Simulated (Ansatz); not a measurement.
**HfC (model structure, started from the WC type, P-6m2, No. 187, 2 atoms in the cell)**

All values below come from LDA (PAW; Ansatz, a quantum-chemistry and plane-wave program).

Run with plane-wave cutoff 520 eV, 24×24×18 k mesh (along the axes of the cell as run), Fermi–Dirac smearing 0.05 eV, scalar-relativistic PAW data made under PBE.

Cell (relaxed at this level):

```cif
data_CHf
_chemical_formula_sum 'Hf1 C1'
_space_group_name_H-M_alt 'P 1'
_space_group_IT_number 1
_cell_length_a 3.17394
_cell_length_b 3.17394
_cell_length_c 2.86729
_cell_angle_alpha 90.000
_cell_angle_beta 90.000
_cell_angle_gamma 120.000
loop_
_space_group_symop_operation_xyz
  'x, y, z'
loop_
_atom_site_label
_atom_site_type_symbol
_atom_site_fract_x
_atom_site_fract_y
_atom_site_fract_z
_atom_site_occupancy
Hf1 Hf 0.00000 0.00000 0.00000 1
C1 C 0.66667 0.33333 0.50000 1
```

| Property | Value |
|---|---|
| band gap | none |
| bulk modulus | 221 GPa |

Note: the bulk modulus is −V dP/dV from two relaxed cells at ±2 % in volume; the relaxation could raise the start's symmetry but not lower it, so the cell can be a saddle point.

Spin–orbit coupling is not included; it can open a gap where bands touch, and shift volumes and moduli.

Cost on a shared machine: about 5 core-minutes (a rough figure).

A model structure was made by putting elements into a prototype or built by hand; it is no filed structure, need not be a known phase, and can be a saddle point held by its symmetry.
